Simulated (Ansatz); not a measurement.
A self-consistent single point of Al₂Ru (C2, 6 atoms in the cell) with Ansatz (a quantum-chemistry and plane-wave program)

Method of the run: LDA (PW92), default PAW files made with PBE (plane waves; Ansatz).

This input was run:

Ansatz 0.2 input:
```yaml
# Al2Ru
crystal:
  lattice:
    - [0.000000, 4.009784, 4.413483]
    - [2.364237, 0.000000, 4.413483]
    - [2.364237, 4.009784, 0.000000]
  atoms:
    - { symbol: Al, position: [0.079060, 0.420940, 0.079060] }
    - { symbol: Al, position: [0.420940, 0.079060, 0.420940] }
    - { symbol: Al, position: [0.170940, 0.829060, 0.170940] }
    - { symbol: Al, position: [0.829060, 0.170940, 0.829060] }
    - { symbol: Ru, position: [0.755664, 0.755664, 0.744336] }
    - { symbol: Ru, position: [0.500000, 0.500000, 0.500000] }
basis:
  ecutwfc: 420.0 eV
kpoints:
  mp_grid: { grid: [7, 7, 7] }
hamiltonian:
  xc: lda
  pseudopotentials: { kind: paw }
scf:
  occupations: { method: fermi_dirac, width: 0.1 eV }
output:
  forces: true
  eigenvalues: true
  stress: true
```

Output (repeated stretches shortened):

```
WARN ansatz: RAYON_NUM_THREADS=1 ignored (pool sized by the plan → 1); use --threads N
Pseudopotentials: kind: paw
Pseudopotential: Al, paw, valence charge 3
Pseudopotential: Ru, paw, valence charge 16
Crystal: 6 atoms, lattice volume = 83.680 Å³
Basis set: ecut = 420 eV, 1633 PW (Γ)
Bands: 28, of which v1, the nominal top of the filled ones, is band 22 counted from 1 (21 counted from 0)
Symmetry: 2 space group operations
Space group: C2 (ITA 5), of the structure as read, at distance tolerance 4.4e-5 Å
k-points: 100 of 343 (time reversal used)
PAW frozen core: Al, regenerated for the run's functional, and the local potential with it
PAW frozen core: Ru, regenerated for the run's functional, and the local potential with it
Initial density: superposition of atomic densities (neutral atoms: chi_scale 0, normalization atom), corrected by the library's trained network
Initial wavefunctions: pseudopotential atomic-orbital guess
Eigensolver: davidson
Functional: x = slater, c = lda
SCF iter   1: F=—  HF=-13572.246027 eV  |F-HF|=—  |Δ(HF+E_count)|=         —  Δρ=6.26e-3  dr2=2.73e-2  ethr=1.77e-3  ⟨swp⟩=6.6  Hψ=13008  notcnv=0
all-band conjugate gradients solve this SCF's bands
preconditioner: auto → none
SCF iter   2: F=—  HF=-13572.241862 eV  |F-HF|=—  |Δ(HF+E_count)|=   4.16e-3  Δρ=2.47e-3  dr2=2.24e-3  ethr=6.20e-5  ⟨swp⟩=1.5  Hψ=4325  notcnv=0
SCF iter   3: F=—  HF=-13572.241614 eV  |F-HF|=—  |Δ(HF+E_count)|=   2.49e-4  Δρ=5.41e-4  dr2=1.14e-4  ethr=5.10e-6  ⟨swp⟩=1.9  Hψ=4498  notcnv=0
SCF iter   4: F=—  HF=-13572.241624 eV  |F-HF|=—  |Δ(HF+E_count)|=   1.05e-5  Δρ=1.55e-4  dr2=5.38e-5  ethr=2.59e-7  ⟨swp⟩=2.0  Hψ=4442  notcnv=0
SCF iter   5: F=—  HF=-13572.241607 eV  |F-HF|=—  |Δ(HF+E_count)|=   1.69e-5  Δρ=3.63e-5  dr2=7.58e-7  ethr=1.22e-7  ⟨swp⟩=2.0  Hψ=4127  notcnv=0
SCF iter   6: F=-13572.241607 eV  HF=-13572.241607 eV  |F-HF|=1.00e-8  |Δ(HF+E_count)|=   4.56e-8  Δρ=6.81e-6  dr2=2.82e-8  ethr=2.27e-10  ⟨swp⟩=5.3  Hψ=12447  notcnv=0
SCF 1 converged in 6 iterations: F = -13572.241607 eV  dr2 = 2.82e-8
SCF converged after 6 iterations
Free energy (F): -13572.241607 eV
Harris-Foulkes:  -13572.241607 eV  (|F-HF|=1.00e-8)
Internal energy: -13572.235482 eV  (E = F + TS)
E sigma→0 (E₀):  -13572.238545 eV
Entropy (-TS):   -0.006125 eV (-1.021 meV/atom)
Fermi energy:    13.509077 eV
--- Per-component energies (eV) ---
  E_band       = -305.870844
  E_kinetic    = 1131.818917
  E_local      = -4245.345618  (includes V_loc(G=0)·N_el)
  E_nonlocal   = 741.973679
  E_hartree    = 1567.126500
  E_xc         = -540.913739
  E_vxc        = -600.758120  (∫ρ·V_xc dr)
  E_paw        = -8457.770606  (= ΣΔE_a)
  E_vpaw       = -467.810425  (= ΣTr[D̂ρ^β])
  E_aug_tail   = -0.000475  (compensation charges beyond the density's cutoff)
  E_ewald      = -3770.490377
  E_core_change = 1.366236  (= ΣΔE_core)
  E_smearing   = -0.006125  (= −TS)
  E_closure    = -0.000000  (closes the sum)
  Σ components = -13572.241607   (vs F -13572.241607, Δ=0.00e0)
--- Forces (eV/Å), atoms counted from 1 ---
  atom   1  Al    -0.01823896    -0.07794804     0.06214954
  atom   2  Al     0.01823896     0.07794804     0.06214954
  atom   3  Al    -0.08379826     0.06995933     0.17794523
  atom   4  Al     0.08379826    -0.06995933     0.17794523
  atom   5  Ru     0.00000000     0.00000000    -0.71207123
  atom   6  Ru     0.00000000     0.00000000     0.23204212
  max |Σ_I F_I| component: 1.60e-4 eV/Å
--- Stress (GPa, compression-positive) ---
       -7.332244      -0.002389       0.000000
       -0.002389      -6.318519       0.000000
        0.000000       0.000000      -7.527074
  P = ⅓ Tr σ = -7.0593 GPa (-70.593 kbar)
  The stress holds the Pulay correction. Without it, at fixed plane waves, as pw.x and ABINIT print it: P = -7.1117 GPa
--- Band table (eV; the first three rows and the last of 100) ---
  k-point 0: bands = ["-58.7376", "-58.7254", "-28.9216", "-28.8402", "-28.8384", "-28.7949", "-28.7856", "-28.7715", "2.7477", "7.5181", "9.0902", "9.1484", "9.6280", "10.0416", "10.2582", "10.3207", "10.4564", "10.7807", "11.7042", "12.4532", [...]
  k-point 1: bands = ["-58.7372", "-58.7258", "-28.9197", "-28.8491", "-28.8317", "-28.7953", "-28.7860", "-28.7713", "2.9854", "7.5144", "8.4814", "9.0247", "9.3214", "10.2908", "10.3322", "10.5997", "10.6656", "11.0185", "11.5665", "12.2896", [...]
  k-point 2: bands = ["-58.7362", "-58.7267", "-28.9147", "-28.8593", "-28.8276", "-28.7958", "-28.7863", "-28.7711", "3.6766", "7.3025", "7.5372", "8.9011", "9.4199", "9.7983", "10.1620", "10.7426", "10.9923", "11.3985", "11.6117", "11.9056", [...]
  k-point 99: bands = ["-58.7328", "-58.7301", "-28.8946", "-28.8813", "-28.8166", "-28.8036", "-28.7817", "-28.7785", "4.9419", "5.9522", "7.5446", "7.8039", "9.8279", "10.1229", "10.2219", "10.5193", "11.0643", "11.2658", "11.3755", "11.7232", [...]
```

The run converged in 6 iterations.

The starting cell comes from a database of computed structures (which also holds hypothetical and non-ambient phases and stackings), without a prior relaxation at this level. Its lattice was rescaled by up to half a per cent. One atom was moved a little off its site on purpose. Spin polarisation is off. With a pressure of about -7 GPa the cell is away from its equilibrium volume at this level. Ansatz's pressure includes its estimate of the finite-basis (Pulay) stress.
